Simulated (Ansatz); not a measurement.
Take MoP (space group P-6m2, No. 187; relaxed with 0.1 eV smearing) as the base.

```xyz
2
Lattice="3.2076 0.0000 0.0000 -1.6038 2.7778 0.0000 0.0000 0.0000 3.1727" Properties=species:S:1:pos:R:3 pbc="T T T"
Mo     0.0000     0.0000     0.0000
P      1.6038     0.9259     1.5864
```

Method: PBEsol (Ansatz, a program for electronic structure, PAW, without spin-orbit coupling).

Before the change:

```
Item       Result
--------  -------
Pressure  0.0 GPa
```

Perturbation: the cell is scaled by 1.0102 in all directions; the atoms relax in the strained cell.

Question: What does the calculation give for the pressure after the change?

Answer: The pressure (mean of the normal stresses, compression positive) goes from zero to -6.9 GPa.

Question: Estimate the effect on the energy relative to the base.

Answer: The energy grows by 9.6 meV/atom.

Stability against distortions was not tested. All final runs are without spin polarisation. An odd electron count without spin: MoP.
